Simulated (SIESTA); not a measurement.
SIESTA run on Zr2Ga (Fmm2, 6 atoms in the cell): self-consistent single point.

Method: SIESTA with GGA PBEsol, numerical atomic orbitals TZP, PseudoDojo PBEsol standard norm-conserving potentials (rewritten from UPF to PSML).

```
CELL_PARAMETERS angstrom
     -3.32795     3.32795     2.72813
      3.32795    -3.32795     2.72813
      3.32795     3.32795    -2.72813
ATOMIC_POSITIONS crystal
  Zr 0.65917 0.15917 0.81834
  Zr 0.34614 0.84614 0.19228
  Zr 0.15386 0.34614 0.50000
  Zr 0.84614 0.65386 0.50000
  Ga 0.25000 0.25000 0.00000
  Ga 0.75000 0.75000 0.00000
```

Reference input (self-consistent single point, DFT, GGA PBEsol, numerical atomic orbitals TZP, PseudoDojo PBEsol standard norm-conserving potentials (rewritten from UPF to PSML)): XC.functional = GGA; XC.authors = PBEsol; potentials = PseudoDojo PBEsol standard; PAO.BasisSize = TZP; PAO.EnergyShift = 0.01 Ry; MeshCutoff = 350 Ry; kgrid.MonkhorstPack = 4 4 4; OccupationFunction = MP; OccupationMPOrder = 0; ElectronicTemperature = 0.1 eV; MaxSCFIterations = 150; SCF.Mixer.Method = Broyden. This run's input differs from it in these lines:

```diff
@@ -32,5 +32,5 @@
 %block kgrid.MonkhorstPack
-    4   0   0  0.0
-    0   4   0  0.0
-    0   0   4  0.0
+    7   0   0  0.0
+    0   7   0  0.0
+    0   0   7  0.0
 %endblock kgrid.MonkhorstPack
@@ -38,3 +38,3 @@
 OccupationMPOrder            0
-ElectronicTemperature        0.1 eV
+ElectronicTemperature        0.05 eV
```

The program printed (abridged):

```
        iscf     Eharris(eV)        E_KS(eV)     FreeEng(eV)     dDmax    Ef(eV) dHmax(eV)
   scf:    1    -9634.121492    -9659.846964    -9659.852507  1.461927 -5.215059  3.844510
   scf:    2    -9660.921180    -9660.395637    -9660.401387  0.054213 -5.291361  3.126229
   scf:    3    -9662.319130    -9661.580925    -9661.586521  0.207319 -5.634678  1.498583
   scf:    4    -9661.598774    -9661.627663    -9661.631860  0.063188 -5.633571  0.546013
   scf:    5    -9661.614531    -9661.640755    -9661.645536  0.016966 -5.689121  0.449147
   [... 2 lines left out ...]
   scf:    8    -9661.651720    -9661.651656    -9661.656175  0.000975 -5.673790  0.007193
   scf:    9    -9661.651681    -9661.651670    -9661.656196  0.000497 -5.674167  0.004448
   scf:   10    -9661.651678    -9661.651675    -9661.656204  0.000618 -5.674360  0.000873
   scf:   11    -9661.651675    -9661.651675    -9661.656205  0.000076 -5.674402  0.000523
SCF Convergence by DM+H criterion
max |DM_out - DM_in|         :     0.0000763357
max |H_out - H_in|      (eV) :     0.0005234697
SCF cycle converged after 11 iterations

Using DM_out to compute the final energy and forces

siesta: E_KS(eV) =            -9661.6517

siesta: E_KS - E_eggbox =     -9661.6517

siesta: Atomic forces (eV/Ang):
     1   -0.247559   -0.247559   -0.000255
     2    0.166083    0.166083    0.000126
     3    0.072396   -0.029087    0.000157
     4   -0.029087    0.072396    0.000157
     5    0.018702    0.019151   -0.000021
     6    0.019151    0.018702   -0.000021
   Tot   -0.000314   -0.000314    0.000143
   Max    0.247559
   Res    0.103103    sqrt( Sum f_i^2 / 3N )
   Max    0.247559    constrained

   [... lines left out ...]
siesta: FreeEng =     -9661.656205
siesta: Cell volume =        120.858654 Ang**3
siesta:         -42.63529794        -38.83174976  kBar
   [... lines left out ...]

              2.001   0.161   0.097  -0.051   0.097   0.165

mulliken: Qtot =       74.000

Mulliken Atomic Populations:
Atom #   charge [q] valence [e]  Species
     1     0.370947   11.629053  Zr
     2     0.351730   11.648270  Zr
     3     0.354913   11.645087  Zr
     4     0.354913   11.645087  Zr
     5    -0.716251   13.716251  Ga
     6    -0.716251   13.716251  Ga
 Total     0.000000
```

The run converged in 11 iterations. Against the reference run the free energy falls by 2.4 meV/atom, the pressure stays near -4.26 GPa while the zz stress (positive for compression) goes from -5.06 to -4.10 GPa and the largest force goes from 0.319 to 0.350 eV/Å.

The starting cell comes from a database of computed structures (which also holds hypothetical and non-ambient phases and stackings), without a prior relaxation at this level. Its lattice was rescaled by up to half a per cent. One atom was moved a little off its site on purpose. Values carry the incompleteness of an atom-centred basis. With a pressure of about -4 GPa the cell is away from its equilibrium volume at this level.

Cost on one core of a shared machine: roughly 2 min.
